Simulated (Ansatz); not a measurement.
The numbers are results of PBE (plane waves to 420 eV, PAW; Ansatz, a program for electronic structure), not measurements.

Planar average of the electrostatic potential across the slab, in eV from the highest filled level, for the (0001) surface of wurtzite GaN, Ga-terminated, 2x2 with 3 NH2 on 4 top atoms (bottom of the slab: 3 H on 4 bottom sites):

(z (Å), V (eV)): (4.02, 3.06); (4.31, 3.06); (4.59, 3.06); (4.88, 3.06); (5.17, 3.06); (5.45, 3.06); (5.74, 3.06); (6.03, 3.06); (6.31, 3.05); (6.60, 3.04); (6.89, 3.02); (7.18, 2.96); (7.46, 2.83); (7.75, 2.51); (8.04, 1.38); (8.32, 0.62); (8.61, 0.15); (8.90, -4.60); (9.19, -10.42); (9.47, -11.94); (9.76, -9.46); (10.05, -7.12); (10.33, -5.28); (10.62, -2.11); (10.91, 0.64); (11.19, 0.38); (11.48, -4.15); (11.77, -9.86); (12.06, -11.61); (12.34, -9.23); (12.63, -6.97); (12.92, -5.32); (13.20, -2.31); (13.49, 0.66); (13.78, 0.82); (14.06, -3.30); (14.35, -9.10); (14.64, -11.47); (14.93, -9.41); (15.21, -7.02); (15.50, -5.51); (15.79, -2.71); (16.07, 0.48); (16.36, 1.13); (16.65, -2.44); (16.94, -8.26); (17.22, -11.34); (17.51, -9.72); (17.80, -7.15); (18.08, -5.71); (18.37, -3.14); (18.66, 0.14); (18.94, 1.21); (19.23, -1.92); (19.52, -7.45); (19.81, -10.85); (20.09, -9.67); (20.38, -6.80); (20.67, -5.11); (20.95, -2.72); (21.24, 0.44); (21.53, 2.74); (21.81, 2.01); (22.10, -0.78); (22.39, -2.68); (22.68, -2.65); (22.96, 1.01); (23.25, 3.92); (23.54, 4.81); (23.82, 5.15); (24.11, 5.27); (24.40, 5.32); (24.69, 5.34); (24.97, 5.35); (25.26, 5.35); (25.55, 5.35); (25.83, 5.35); (26.12, 5.35); (26.41, 5.35); (26.69, 5.35); (26.98, 5.35); (27.27, 5.35)

Model: 52-atom slab, 14.7 Å thick at the start with caps and adatoms, 4x4x1 mesh, Fermi-Dirac 0.025 eV, dipole correction, 8 atoms held, the rest relaxed; no symmetry held; no spin, no spin-orbit, no U. It is one candidate, not shown to be the stable structure of the face.

Task: The surface cell has an area of 35.88 Å². What dipole along the normal does the step between the two vacuum levels imply?

Result: the top vacuum level lies 2.29 eV above the bottom one; p = −ε₀ A ΔV (ε₀ = 0.005526 e/(V·Å)) gives -0.45 e·Å a cell.
